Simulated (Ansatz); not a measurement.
**What tensor shear ε_yz = −3.66 % does to BP**

Base system: BP in the zinc blende structure (space group F-43m, No. 216; a = 4.5366 Å). Axes: x, y, z lie along the cube axes.

Perturbation: tensor shear ε_yz = −3.66 % (engineering shear γ = -0.0732); the atoms relax in the strained cell.

Method: Kohn–Sham DFT with the r2SCAN functional, run in Ansatz (a first-principles code) with PAW and 500 eV plane waves, no spin-orbit coupling. k-mesh 12×12×12 (Γ-centred); smearing 0.05 eV (Fermi–Dirac).

Volume per atom: 11.66 Å³ (base 11.67 Å³)
Energy relative to the base (free energy F): +39 meV/atom
Pressure (mean of the normal stresses, compression positive): 0.71 GPa (base -0.01 GPa)
Band gap: 0.55 eV (base 1.41 eV)
Gap character: indirect, Γ → X
Valence-band top at Γ (three highest levels, from the VBM): 0.00, -0.41, -0.63 eV (base 0.00, 0.00, 0.00 eV)
Valley order (the lowest conduction-band minima on the path, energy above the VBM, named in the base's zone): X along [100] 0.55 eV; a point along [001], about 1.2 Å⁻¹ from Γ 1.07 eV (base a point along ⟨100⟩, about 1.2 Å⁻¹ from Γ 1.41 eV)
Largest internal atomic displacement: 0.013 Å
Stress (xx, yy, zz, yz, xz, xy; compression positive): (-0.10, 1.11, 1.11, 14.51, 0.00, 0.00) GPa

Final structure:

```
CELL_PARAMETERS angstrom
      0.00000     2.18527     2.18527
      2.26829    -0.08302     2.26829
      2.26829     2.26829    -0.08302
ATOMIC_POSITIONS crystal
  P  0.24715 0.25285 0.25285
  B  0.00285 0.99715 0.99715
```

No phonon test of stability was made. k-point labels follow each cell's own Brillouin zone.
